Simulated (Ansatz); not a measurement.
An Ansatz (a program for electronic structure) run: Te with a change (x(Se) = 0.5, 6 atoms, C2); Kohn–Sham DFT with the PBE functional, run in Ansatz with PAW and 420 eV plane waves, spin-orbit coupling left out, earlier PAW set.

Input:

Ansatz 0.2 input:
```yaml
crystal:
  lattice:
    - [3.8728079484, -2.2544338408, 0]
    - [3.8728079484, 2.2544338408, 0]
    - [-0.0374250367, 0, 11.0157924168]
  atoms:
    - { symbol: Te, position: [0.2716160453, 0.7283839547, 0.5] }
    - { symbol: Se, position: [0.2147702378, 0.7852297622, 0] }
    - { symbol: Te, position: [0.0097477595, 0.2645032789, 0.679719082] }
    - { symbol: Se, position: [0.993172049, 0.2248028128, 0.1541612024] }
    - { symbol: Te, position: [0.7354967211, 0.9902522405, 0.320280918] }
    - { symbol: Se, position: [0.7751971872, 0.006827951, 0.8458387976] }
basis: { ecutwfc: 420, ecutrho_ratio: 4, xc_grid: 2, fft_grid_basis: typed }
kpoints: { mp_grid: { grid: [9, 9, 3] } }
hamiltonian:
  xc: pbe
  dispersion: none
  pseudopotentials: { azcp: { folder: ./paw }, kind: paw }
scf: { occupations: { method: fermi_dirac, width: 0.05 }, convergence: { dr2_threshold: 0.0000000006 } }
output: { forces: true, stress: true }
checkpoint: { write: state.ck, write_every: 1000 }
```

Output (explanatory and most iteration lines left out):

```
Pseudopotential: Te, paw, valence charge 16
Pseudopotential: Se, paw, valence charge 16
Crystal: 6 atoms, lattice volume = 192.358 Å³
Basis set: ecut = 420 eV, 3767 PW (Γ), exchange–correlation on 60×60×150 points (8 copies of the dense FFT grid, shifted against one another)
Bands: 54, of which v1, the nominal top of the filled ones, is band 48 counted from 1 (47 counted from 0)
Symmetry: 2 space group operations
Space group: C2 (ITA 5), of the structure as read, at distance tolerance 5.8e-5 Å
k-points: 70 of 243 (time reversal used)
Functional: x = pbe(κ = 0.804, μ = 0.2195149727645171), c = pbe(β = 0.06672455060314922)
SCF iter   1: F=—  HF=-37350.024259 eV  |F-HF|=—  |Δ(HF+E_count)|=         —  Δρ=3.94e-2  dr2=2.50e1  ethr=3.10e-3  ⟨swp⟩=9.8  Hψ=16809  notcnv=0
SCF iter   2: F=—  HF=-37350.294345 eV  |F-HF|=—  |Δ(HF+E_count)|=   2.70e-1  Δρ=4.29e-2  dr2=2.26e1  ethr=3.10e-3  ⟨swp⟩=5.0  Hψ=12448  notcnv=0  defer=9
SCF 1 converged in 12 iterations: F = -37347.435935 eV  dr2 = 8.76e-11
SCF converged after 12 iterations
Free energy (F): -37347.435935 eV
Internal energy: -37347.435870 eV  (E = F + TS)
E sigma→0 (E₀):  -37347.435902 eV
Entropy (-TS):   -0.000064 eV (-0.011 meV/atom)
Fermi energy:    7.342750 eV
--- Forces (eV/Å), atoms counted from 1 ---
  atom   1  Te     0.00000000    -0.00320665    -0.00000000
  atom   2  Se     0.00000000    -0.00381146    -0.00000000
  atom   3  Te    -0.00019199     0.00314865     0.00037538
  atom   4  Se     0.00071438     0.00036021     0.00048804
  atom   5  Te     0.00019199     0.00314865    -0.00037538
  atom   6  Se    -0.00071438     0.00036021    -0.00048804
--- Stress (GPa, compression-positive) ---
       -0.013280       0.000000       0.009415
        0.000000       0.000011      -0.000000
        0.009415      -0.000000      -0.003458
  P = ⅓ Tr σ = -0.0056 GPa (-0.056 kbar)
```

Each cell is one ordered arrangement of few atoms, which overstates ordering effects compared with a random alloy. Spin-orbit coupling, missing from the scalar runs, can matter with Te. Stability against distortions was not tested. The cell was made from Te by this change: x(Se) = 0.5, 6 atoms, C2. No dispersion term is included, though the crystal is made of layers, chains or molecules, so its spacings can come out too wide.
